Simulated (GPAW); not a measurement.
A relaxation of cell and atoms of WSe₂ (P6_3/mmc, 6 atoms in the cell) with GPAW.

Method of the run: PBE, GPAW PAW datasets PBE (gpaw-data 1.0.1) (plane waves; GPAW).

```
WSe2
1.0
    3.32259     0.00000     0.00000
   -1.66129     2.87744     0.00000
    0.00000     0.00000    13.74818
W Se
2 4
Cartesian
  1.66129   0.95915  10.31114
  0.00000   1.91830   3.43704
  0.00000   1.91830  11.97466
  1.66129   0.95915   1.77352
  1.66129   0.95915   5.10057
  0.00000   1.91830   8.64761
```

Reference input (self-consistent single point, DFT PBE, plane waves, GPAW PAW datasets PBE (gpaw-data 1.0.1)): mode = pw; ecut = 550 eV; xc = PBE; kpts = 6 6 2; mesh shift (steps) = 0 0 0; occupations.name = fixed-uniform; nbands = -8; convergence.forces = 0.001 eV/Å; convergence.bands = -6; symmetry.symmorphic = false; symmetry.tolerance = 0.0005; maxiter = 120. This run's input differs from it in these lines:

```diff
@@ -1,2 +1,4 @@
 from ase import Atoms
+from ase.filters import FrechetCellFilter
+from ase.optimize import BFGS
 from ase.units import GPa
@@ -19,5 +21,5 @@
             kpts={'size': (6, 6, 2), 'gamma': True},
-            occupations={'name': 'fixed-uniform'},
+            occupations={'name': 'fermi-dirac', 'width': 0.0},
             nbands=-8,
-            convergence={'forces': 0.001, 'bands': -6},
+            convergence={'forces': 0.001, 'density': 1e-05, 'bands': -6},
             symmetry={'symmorphic': False, 'tolerance': 0.0005},
@@ -27,2 +29,10 @@
 atoms.calc = calc
+
+target = FrechetCellFilter(atoms)
+
+opt = BFGS(target, logfile='-')
+converged = opt.run(fmax=0.02, steps=40)
+print('Relaxation converged:', converged)
+print('Cell:', atoms.cell.cellpar().round(4))
+print(atoms.get_scaled_positions().round(5))
```

Log, with long lists cut:

```
     iter     time        total  log10-change:
                         energy   eigst   dens  force
iter:   1 --:--:--   -40.826284   +0.09
iter:   2 --:--:--   -40.810868   -1.13  -1.25
iter:   3 --:--:--   -40.486440   -1.34  -1.26
iter:   4 --:--:--   -40.614480   -2.03  -1.72
iter:   5 --:--:--   -40.526879   -1.68  -1.77
iter:   6 --:--:--   -40.471828   -2.66  -1.90
iter:   7 --:--:--   -40.469954   -3.44  -2.57
iter:   8 --:--:--   -40.468708c  -4.22  -2.66
iter:   9 --:--:--   -40.468959c  -4.37  -2.82
iter:  10 --:--:--   -40.468503c  -4.26  -2.97
iter:  11 --:--:--   -40.468495c  -5.26  -3.65
iter:  12 --:--:--   -40.468497c  -5.69  -3.75
iter:  13 --:--:--   -40.468481c  -6.20  -3.67
iter:  14 --:--:--   -40.468481c  -7.21  -4.35
iter:  15 --:--:--   -40.468482c  -7.24  -4.37
iter:  16 --:--:--   -40.468481c  -7.74c -4.36
iter:  17 --:--:--   -40.468481c  -7.54c -4.68
iter:  18 --:--:--   -40.468481c  -8.21c -4.73
iter:  19 --:--:--   -40.468481c  -9.57c -5.50c
iter:  20 --:--:--   -40.468481c  -9.71c -5.54c -4.59c
Converged after 20 iterations.

Dipole moment: (-0.000000, -0.000000, 0.000000) |e|*Ang

Energy contributions relative to reference atoms: (reference = -1141957.471832)

Kinetic:        +40.664016
Potential:      -42.686564
External:        +0.000000
XC:             -38.331436
Entropy (-ST):   +0.000000
Local:           -0.114498
SIC:             +0.000000
--------------------------
Free energy:    -40.468481
Extrapolated:   -40.468481

Showing only first 2 kpts
 Kpt  Band  Eigenvalues  Occupancy
  0    24      6.76708    2.00000
  0    25      7.57710    2.00000
  0    26     10.27008    0.00000
  0    27     10.27012    0.00000

  1    24      7.35207    2.00000
  1    25      7.35207    2.00000
  1    26     10.27728    0.00000
  1    27     10.27728    0.00000

Fermi level: 8.18669

Gap: 1.219 eV
Transition (v -> c):
   [... lines left out ...]
Direct gap: 1.452 eV
Atomic positions and initial magnetic moments
Free energy:    -40.472518
Fermi level: 8.15917
Gap: 1.218 eV
Direct gap: 1.458 eV
Atomic positions and initial magnetic moments
Free energy:    -40.475738
Fermi level: 8.10577
Gap: 1.217 eV
   [... lines left out ...]
  5 Se    0.00000   -0.00000   -0.00934

BFGS:   13 --:--:--      -40.493966        0.013024
Relaxation converged: True
Cell: [  3.3205   3.3205  14.8434  90.      90.     120.    ]
[[0.66667 0.33333 0.75   ]
 [0.33333 0.66667 0.25   ]
 [0.33333 0.66667 0.86307]
 [0.66667 0.33333 0.13693]
 [0.66667 0.33333 0.36307]
 [0.33333 0.66667 0.63693]]
Energy (eV): -40.493966
Stress (GPa, Voigt): [ 0.021   0.021  -0.0883 -0.      0.      0.    ]
```

The run converged. GPAW prints stress with tension positive. 

Summary of the result:
| Property | Result |
|---|---|
| Free energy E − TS (from the program's reference atoms) | -40.4940 eV |
| Top of the valence band (on the code's own zero) | 6.51 eV |
| Gap on the k-point mesh | 1.43 eV |
| Pressure | 0.02 GPa |
| Largest force (vector length) | 0.009 eV/Å |
| Final cell | a = 3.3205 Å, b = 3.3205 Å, c = 14.8434 Å, α = 90.00°, β = 90.00°, γ = 120.00° |
| Final volume per atom | 23.62 Å³ |
| Relaxation steps | 13 |

The starting cell comes from a database of computed structures (which also holds hypothetical and non-ambient phases and stackings), without a prior relaxation at this level. Its lattice was rescaled by a random factor within 2.5 % of one. Spin-orbit coupling is off. The relaxation keeps the symmetry of its start, so its end need not be a minimum. One axis grew by 8 %: without a dispersion term the functional hardly binds the layers.

Cost on one core of a shared machine: roughly 7 min.
